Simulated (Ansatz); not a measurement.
TaAgO3 (Pm-3m, No. 221, 5 atoms in the cell; start mp-1187189) was calculated with HSE06 (plane waves, PAW; Ansatz, a first-principles code).

Settings: plane-wave cutoff 520 eV, 6×6×6 k mesh, no spin polarisation, scalar-relativistic PAW data made under PBE.

Cell (relaxed at this level):

```cif
data_AgO3Ta
_chemical_formula_sum 'Ta1 Ag1 O3'
_space_group_name_H-M_alt 'Pm-3m'
_space_group_IT_number 221
_space_group_name_Hall '-P 4 2 3'
_cell_length_a 3.95730
_cell_length_b 3.95730
_cell_length_c 3.95730
_cell_angle_alpha 90.000
_cell_angle_beta 90.000
_cell_angle_gamma 90.000
loop_
_atom_site_label
_atom_site_type_symbol
_atom_site_symmetry_multiplicity
_atom_site_Wyckoff_symbol
_atom_site_fract_x
_atom_site_fract_y
_atom_site_fract_z
_atom_site_occupancy
Ta1 Ta 1 a 0.00000 0.00000 0.00000 1
Ag1 Ag 1 b 0.50000 0.50000 0.50000 1
O1 O 3 d 0.00000 0.00000 0.50000 1
```

**Question.** Estimate the Voigt–Reuss–Hill bulk modulus, polycrystal shear modulus (Hill average), Young modulus and Poisson ratio that the calculation returns.

**Answer.** 
Voigt–Reuss–Hill bulk modulus: 226 GPa
polycrystal shear modulus (Hill average): 105 GPa
Young modulus: 273 GPa
Poisson ratio: 0.299

Note: the relaxation could not lower the start's symmetry, so the cell can be a saddle point above a distorted one.

Elastic constants are with the ions relaxed.

Spin–orbit coupling is not included.

The computed numbers hold no vibrational or temperature effects.

Computing time: about 29 core-minutes (a rough figure).

A start named mp-… is a Materials Project structure, which need not be a measured phase.
